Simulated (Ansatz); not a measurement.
Functionals compared on a constructed model of the (0001) surface of hcp Mg, a pseudomorphic layer of Rh in the host's stacking (bottom of the slab: a bare face, its two planes held), in Ansatz (plane waves, PAW). The structure was relaxed with PBE; the other rows are single points on it. Cutoff 420 eV (500 eV for r2SCAN).

Slab: 7 atoms, 15.2 Å thick at the start; k 13x13x1, smearing 0.1 eV, dipole-corrected; 2 atoms held, the rest relaxed; symmetry of the start imposed; no spin, no spin-orbit, no U. It is one candidate, not shown to be the stable structure of the face. These notes are the PBE run's.

| functional | work function of the top face (eV) | rough cost of the single point |
|---|---|---|
| PBE | 4.79 | – |
| RPBE | 4.60 | about 13 core-seconds (a rough figure) |
| r2SCAN | (withheld) | very roughly 30 core-seconds |

**Question.** Fill in the missing entries.

**Answer.** 
- r2SCAN, work function of the top face (eV): 4.71

Ansatz is a program for electronic structure.
